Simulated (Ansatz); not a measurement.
**GaCuSe2, pressure series**

Start from GaCuSe$_{2}$ in the chalcopyrite structure (space group I-42d, No. 122; a = 5.672 Å, c = 11.263 Å).

Cell and atoms are relaxed at each pressure.

Level of theory: PBE (Ansatz, a quantum-chemistry and plane-wave program; PAW; 420 eV plane waves; no spin-orbit coupling).

Candidates:
(a) pressure 2.1 GPa
(b) pressure 4.5 GPa
(c) pressure 22.5 GPa

For the base:

```
Quantity  Value
--------  -----
Band gap   zero
```

Q: Order them by band gap, lowest first.

A: (a) pressure 2.1 GPa (0.12 eV), (b) pressure 4.5 GPa (0.25 eV), (c) pressure 22.5 GPa (1.01 eV)

Load acts through the strain it causes; cell and atoms are relaxed under it. Stability against distortions was not tested. Competing high-pressure phases were not computed. The final runs are not spin-polarised. The zero or small gap of GaCuSe2 can change with the level of theory.
